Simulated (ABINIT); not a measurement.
# ABINIT run on CdPd3 (I4/mmm, 4 atoms in the cell): self-consistent single point

Method of the run: PBEsol, PAW (JTH v2.0 PBE PAW, files made for PBE) (plane waves; ABINIT 10.0.3).

This input was run:

```
# CdPd3, JTH v2.0 PBE PAW
pp_dirpath "./"
pseudos "Cd.GGA_PBE-JTH.xml, Pd.GGA_PBE-JTH.xml"
acell 3*1.0
rprim
        -3.6947736216    3.6947736216    7.3350777774
         3.6947736216   -3.6947736216    7.3350777774
         3.6947736216    3.6947736216   -7.3350777774
natom 4
ntypat 2
znucl 48 46
typat 1 2 2 2
xred
         0.0000000000    0.0000000000    0.0000000000
         0.7500000000    0.2500000000    0.5000000000
         0.2500000000    0.7500000000    0.5000000000
         0.5000000000    0.5000000000    0.0000000000
ecut 48 Ry
pawecutdg 96 Ry
pawxcdev 0
ixc -116133
occopt 3
tsmear 0.1 eV
nband 42
kptopt 1
ngkpt 8 8 8
nshiftk 1
shiftk 0 0 0
nstep 60
tolvrs 1.0e-11
prtwf 0
prtden 0
enunit 2
```

Output (repeated stretches shortened):

```
 Symmetries : space group I4/m m m (#139); Bravais tI (body-center tetrag.)

 -outvars: echo values of preprocessed input variables --------
            acell      1.0000000000E+00  1.0000000000E+00  1.0000000000E+00 Bohr
             ecut      2.40000000E+01 Hartree
           enunit           2
              ixc     -116133
         kptrlatt        8    0    0      0    8    0      0    0    8
          kptrlen      5.91163779E+01
            natom           4
            nband          42
            ngfft          40      40      40
          ngfftdg          60      60      60
             nkpt          59
            nstep          60
             nsym          16
           ntypat           2
           occopt           3
        pawecutdg      4.80000000E+01 Hartree
         pawxcdev           0
            rprim     -3.6947736216E+00  3.6947736216E+00  7.3350777774E+00
                       3.6947736216E+00 -3.6947736216E+00  7.3350777774E+00
                       3.6947736216E+00  3.6947736216E+00 -7.3350777774E+00
          spgroup         139
           tolvrs      1.00000000E-11
           tsmear      3.67493254E-03 Hartree
            typat      1  2  2  2
           useylm           1
             xred      0.0000000000E+00  0.0000000000E+00  0.0000000000E+00
                       7.5000000000E-01  2.5000000000E-01  5.0000000000E-01
                       2.5000000000E-01  7.5000000000E-01  5.0000000000E-01
                       5.0000000000E-01  5.0000000000E-01  0.0000000000E+00
            znucl       48.00000   46.00000

== DATASET  1 ==================================================================

 Real(R)+Recip(G) space primitive vectors, cartesian coordinates (Bohr,Bohr^-1):
 R(1)= -3.6947736  3.6947736  7.3350778  G(1)=  0.0000000  0.1353263  0.0681656
 R(2)=  3.6947736 -3.6947736  7.3350778  G(2)=  0.1353263  0.0000000  0.0681656
 R(3)=  3.6947736  3.6947736 -7.3350778  G(3)=  0.1353263  0.1353263  0.0000000
 Unit cell volume ucvol=  4.0053492E+02 bohr^3
 Angles (23,13,12)=  1.31557428E+02  1.31557428E+02  7.09289261E+01 degrees

 Coarse grid specifications (used for wave-functions):

 getcut: wavevector=  0.0000  0.0000  0.0000  ngfft=  40  40  40
         ecut(hartree)=     24.000   => boxcut(ratio)=   2.01482

 Fine grid specifications (used for densities):

 getcut: wavevector=  0.0000  0.0000  0.0000  ngfft=  60  60  60
         ecut(hartree)=     48.000   => boxcut(ratio)=   2.13624

   1.07212208E+04                                ecore*ucvol(ha*bohr**3)

_setup2: Arith. and geom. avg. npw (full set) are    2249.596    2249.582

--- !BeginCycle
solver: {iscf: 17, nstep: 60, nline: 4, wfoptalg: 10, }
tolerances: {tolvrs: 1.00E-11, }
...

     iter   Etot(hartree)      deltaE(h)  residm     nres2
 ETOT  1  -408.17591559368    -4.082E+02 5.842E+01 7.517E+02
 ETOT  2  -435.35036014580    -2.717E+01 8.324E-01 1.047E+04
 ETOT  3  -435.80494729445    -4.546E-01 2.945E-01 1.970E+04
 ETOT  4  -434.34184778047     1.463E+00 5.471E-01 3.630E+02
 ETOT  5  -434.10020238580     2.416E-01 3.957E-02 1.471E+02
 ETOT  6  -434.08110773415     1.909E-02 1.972E-02 9.818E+01
   [... 24 lines left out ...]
 ETOT 31  -433.98421485750    -1.478E-12 1.165E-04 1.626E-10
 ETOT 32  -433.98421485750    -1.535E-12 1.480E-04 1.058E-11
 ETOT 33  -433.98421485750    -1.023E-12 1.212E-04 1.815E-11
 ETOT 34  -433.98421485750     4.547E-13 1.483E-04 1.613E-11
 ETOT 35  -433.98421485750     9.095E-13 1.227E-04 9.908E-13

 At SCF step   35       nres2   =  9.91E-13 < tolvrs=  1.00E-11 =>converged.

 Cartesian components of stress tensor (hartree/bohr^3)
  sigma(1 1)= -2.51947771E-04  sigma(3 2)=  0.00000000E+00
  sigma(2 2)= -2.51947771E-04  sigma(3 1)=  0.00000000E+00
  sigma(3 3)= -2.59847372E-04  sigma(2 1)=  0.00000000E+00

 ----iterations are completed or convergence reached----

 reduced coordinates (array xred) for    4 atoms
       0.000000000000      0.000000000000      0.000000000000
       0.750000000000      0.250000000000      0.500000000000
       0.250000000000      0.750000000000      0.500000000000
       0.500000000000      0.500000000000      0.000000000000
 cartesian forces (eV/Angstrom) at end:
    1      0.00000000000000     0.00000000000000     0.00000000000000
    2      0.00000000000000     0.00000000000000    -0.00000000000000
    3     -0.00000000000000    -0.00000000000000    -0.00000000000000
    4      0.00000000000000     0.00000000000000     0.00000000000000
 frms,max,avg= 2.4561947E-29 5.4894913E-29   0.000E+00  0.000E+00  0.000E+00 e/A
 length scales=  1.000000000000  1.000000000000  1.000000000000 bohr
              =  0.529177208590  0.529177208590  0.529177208590 angstroms
 Fermi (or HOMO) energy (hartree) =   0.42261   Average Vxc (hartree)=  -0.46174
 Eigenvalues (hartree) for nkpt=  59  k points:
 kpt#   1, nband= 42, wtk=  0.00195, kpt=  0.0000  0.0000  0.0000 (reduced coord)
  -2.66433   -2.66214   -2.66141   -1.40921   -1.40785   -1.40785   -1.40763   -1.40763
  -1.40323   -1.40024   -1.40024   -1.39899    0.10717    0.10888    0.10983    0.11742
   0.11742    0.11852    0.25504    0.26608    0.27243    0.28702    0.28702    0.30783
   0.30783    0.32503    0.36892    0.37093    0.37586    0.40204    0.40313    0.40313
   0.43241    0.50708    0.62791    0.68980    0.68980    0.70934    0.71157    0.71157
   0.77058    0.78088
      occupation numbers for kpt#   1
   2.00000    2.00000    2.00000    2.00000    2.00000    2.00000    2.00000    2.00000
   2.00000    2.00000    2.00000    2.00000    2.00000    2.00000    2.00000    2.00000
   2.00000    2.00000    2.00000    2.00000    2.00000    2.00000    2.00000    2.00000
   2.00000    2.00000    2.00000    2.00000    1.99999    1.99261    1.99007    1.99007
   0.12988    0.00000    0.00000    0.00000    0.00000    0.00000    0.00000    0.00000
   0.00000    0.00000
 prteigrs : prtvol=0 or 1, do not print more k-points.

 Fermi (or HOMO) energy (eV) =  11.49968   Average Vxc (eV)= -12.56459
 Eigenvalues (   eV  ) for nkpt=  59  k points:
 kpt#   1, nband= 42, wtk=  0.00195, kpt=  0.0000  0.0000  0.0000 (reduced coord)
 -72.50003  -72.44052  -72.42063  -38.34643  -38.30945  -38.30945  -38.30357  -38.30357
 -38.18389  -38.10239  -38.10239  -38.06841    2.91619    2.96265    2.98872    3.19504
   3.19504    3.22509    6.94009    7.24045    7.41327    7.81025    7.81025    8.37640
   8.37640    8.84462   10.03869   10.09363   10.22777   10.94000   10.96962   10.96962
  11.76640   13.79829   17.08628   18.77054   18.77054   19.30218   19.36281   19.36281
  20.96843   21.24881
 prteigrs : prtvol=0 or 1, do not print more k-points.

--- !EnergyTerms
comment             : Components of total free energy in Hartree
kinetic             :  5.23462344023229E+01
hartree             :  5.29065643958723E+01
xc                  : -1.60269947397624E+01
Ewald energy        : -3.42875793626393E+02
psp_core            :  2.67672562152094E+01
local_psp           : -1.78878153088865E+02
spherical_terms     : -2.82195746211966E+01
internal            : -4.33980461062813E+02
'-kT*entropy'       : -3.75359925182596E-03
total_energy        : -4.33984214662065E+02
total_energy_eV     : -1.18093110543501E+04
...

-Cartesian components of stress tensor (GPa)         [Pressure=  7.4900E+00 GPa]
- sigma(1 1)= -7.41255809E+00  sigma(3 2)=  0.00000000E+00
- sigma(2 2)= -7.41255809E+00  sigma(3 1)=  0.00000000E+00
- sigma(3 3)= -7.64497235E+00  sigma(2 1)=  0.00000000E+00

 Calculation completed.
```

The run converged in 35 iterations.

The starting cell comes from a database of computed structures (which also holds hypothetical and non-ambient phases and stackings), without a prior relaxation at this level. Its lattice was rescaled by a random factor within 2.5 % of one. Spin polarisation is off. The potentials were made for another functional than the one used. With a pressure of about 7 GPa the cell is away from its equilibrium volume at this level.

Cost on one core of a shared machine: roughly 30 min.
